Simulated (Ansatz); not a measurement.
## Effect of biaxial strain −1.67 %, plane normal [111], relaxed out of plane on Pb

Take Pb in the fcc (Cu type) structure (space group Fm-3m, No. 225; a = 4.934 Å; relaxed with 0.1 eV smearing) as the base. Axes: x, y, z lie along the cube axes.

One thing is altered: biaxial strain −1.67 %, plane normal [111], relaxed out of plane (Cartesian); in-plane vectors clamped, the third vector and the atoms free.

All numbers come from Kohn–Sham DFT with the PBEsol functional, run in Ansatz (a first-principles code) with PAW and 420 eV plane waves, scalar-relativistic without spin-orbit coupling. Γ-centred 23×23×23 mesh, Fermi–Dirac width 0.1 eV.

The volume per atom decreases by 0.55 Å³, from 30.03 Å³ to 29.48 Å³ and the space group goes from Fm-3m (No. 225) to R-3m (No. 166). The energy increases by 4.3 meV/atom and the pressure (mean of the normal stresses, compression positive) goes from zero to 1.0 GPa. The band gap stays zero and the out-of-plane strain is +1.53 %. The ratio −ε⊥/ε∥ is 0.92.

Stability against distortions was not tested.
